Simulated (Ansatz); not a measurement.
The reference is Zr in the hcp (Mg type) structure (space group P6_3/mmc, No. 194; a = 3.182 Å, c = 5.124 Å; relaxed with 0.1 eV smearing). Axes: x lies along a and z along c of the hexagonal cell.

Computed with Ansatz (an electronic-structure program) PBEsol, scalar-relativistic without spin-orbit coupling.

Modification: the cell is compressed by 2.50 % along x with no lateral relaxation; the atoms relax in the strained cell.

### Question
Predict the stress tensor and what it implies for the stiffness.

### Answer
Stress of the strained cell less that of the base (GPa, compression positive):
```
    3.4     0.0     0.0
    0.0     2.1     0.0
    0.0     0.0     1.8
```

Then −Δσ_ii/ε with ε = -0.0250 gives secant stiffness values (nonlinear terms included at this strain): C11 ≈ 135 GPa, C12 ≈ 82 GPa and C13 ≈ 74 GPa.

As a check, the harmonic strain energy −½ V₀ Δσ:ε is 5.9 meV/atom; the computed energy rise is 6.0 meV/atom.

Stability against distortions was not tested. The final runs are not spin-polarised.
